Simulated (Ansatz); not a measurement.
Here is the system:

Host crystal: tetragonal HfO2, with a band gap (PBE, scalar-relativistic without spin-orbit coupling).

End structure of SiH3 on the 1x1 (101) surface of tetragonal HfO2 (a metastable polymorph) (cut with top plane O), one in a 2x1 cell, started at the site 'over O at depth 1.5 Å':

```
CELL_PARAMETERS angstrom
      7.20873     0.00000     0.00000
      0.00000     6.37980     0.00000
      0.00000     0.00000    27.00000
ATOMIC_POSITIONS crystal
  O  0.25000 0.49823 0.35994
  O  0.75000 0.49823 0.35994
  O  0.00000 0.06249 0.36635
  O  0.50000 0.06249 0.36635
  Hf 0.00000 0.67743 0.39515
  Hf 0.50000 0.67743 0.39515
  Hf 0.25000 0.20103 0.38953
  Hf 0.75000 0.20103 0.38953
  O  0.25000 0.82681 0.41413
  O  0.75000 0.82681 0.41413
  O  0.00000 0.39012 0.42622
  O  0.50000 0.39012 0.42622
  O  0.25000 0.16626 0.46739
  O  0.75000 0.16626 0.46739
  O  0.00000 0.72762 0.47620
  O  0.50000 0.72762 0.47620
  Hf 0.00562 0.35299 0.50189
  Hf 0.50170 0.36704 0.50201
  Hf 0.24953 0.86649 0.49750
  Hf 0.74922 0.87163 0.49867
  O  0.25250 0.50132 0.52143
  O  0.75450 0.49575 0.52357
  O  0.99452 0.05147 0.53301
  O  0.50227 0.07473 0.53275
  O  0.26285 0.83898 0.57420
  O  0.72420 0.82728 0.57663
  O  0.00864 0.39550 0.58388
  O  0.50228 0.41556 0.59152
  Hf 0.00443 0.02820 0.60940
  Hf 0.49772 0.05317 0.60907
  Hf 0.24412 0.55349 0.61017
  Hf 0.77099 0.53371 0.60595
  O  0.24255 0.17402 0.63196
  O  0.75911 0.17433 0.63072
  O  0.00069 0.72677 0.63781
  O  0.45921 0.77928 0.65211
  Si 0.49350 0.59280 0.69708
  H  0.70259 0.55147 0.68242
  H  0.49865 0.70787 0.74508
  H  0.46557 0.36248 0.71029
```

Slab: 40 atoms, 7.6 Å thick at the start under the adsorbate (thin: gaps and levels are the slab's own); k 3x3x1, smearing 0.01 eV, dipole-corrected; 16 atoms held, the rest relaxed; no symmetry held; spin-polarised, ending with about 1.0 μB a cell; orders that need a larger cell were not tried, no spin-orbit, no U, no dispersion correction. At the end it is bonded to 2 Hf + O. In PBE this state lies 0.07 eV over the lowest of the starts that converged ('bridge O-O (span 4.0 Å)', where the adsorbate broke or entered a bond of the host).

A negative adsorption energy means that the adsorbate is more stable on the surface than in its reference.

### Question
Give the adsorption energy against SiH4(g) − ½ H2(g) at the level PBE run with Ansatz (a quantum-chemistry and plane-wave program).

### Answer
0.65 eV

### Question
What is the computed change of the step from the bottom to the top vacuum level, against the clean slab (PBE)?

### Answer
0.22 eV
